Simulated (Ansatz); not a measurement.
# Effect of uniaxial strain ε_zz = −3.00 % on BP

Consider BP in the zinc blende structure (space group F-43m, No. 216; a = 4.537 Å). Axes: x, y, z lie along the cube axes.

One thing is altered: uniaxial strain ε_zz = −3.00 %, all other strain components held at zero, atoms relaxed at fixed cell.

Computed with Ansatz (a quantum-chemistry and plane-wave program), r2SCAN, PAW, cutoff 500 eV, spin-orbit coupling left out. k-mesh 12×12×12 (Γ-centred); smearing 0.05 eV (Fermi–Dirac).

The volume per atom shrinks by 0.35 Å³ to 11.32 Å³ and the space group goes from F-43m (No. 216) to I-4m2 (No. 119). The shortest interatomic distance shrinks by 0.037 bohr to 3.675 bohr and the energy increases by 12 meV/atom. The pressure (mean of the normal stresses, compression positive) goes from zero to 5.44 GPa and the band gap shrinks by 0.53 eV to 0.88 eV. The gap character is indirect, Γ → k = (0.417, 0.417, 0) in the run's primitive reciprocal basis and the smallest direct gap decreases by 0.28 eV (3.60 eV → 3.32 eV). The electron mass becomes 1.2 mₑ along k, 0.22 mₑ across (off the special points) (base: 1.3 mₑ along k, 0.22 mₑ across (off the special points)) and the hole mass is 0.34 mₑ along z, 0.22 mₑ across (at Γ). The valence-band top at Γ (three highest levels, from the VBM) changes from 0.00, 0.00, 0.00 eV to 0.00, -0.31, -0.31 eV and the stress (xx, yy, zz, yz, xz, xy; compression positive) comes out as (2.57, 2.57, 11.20, 0.00, 0.00, 0.00) GPa.

Final structure:

```
BP
1.0
    0.00000     2.26828     2.20023
    2.26828     0.00000     2.20023
    2.26828     2.26828     0.00000
B P
1 1
Direct
  0.00000   0.00000   0.00000
  0.25000   0.25000   0.25000
```

Effective masses come from finite differences of ±0.01 Å⁻¹. Along k means along the line from Γ to the band edge. Stability against distortions was not tested. k-point labels follow each cell's own Brillouin zone.
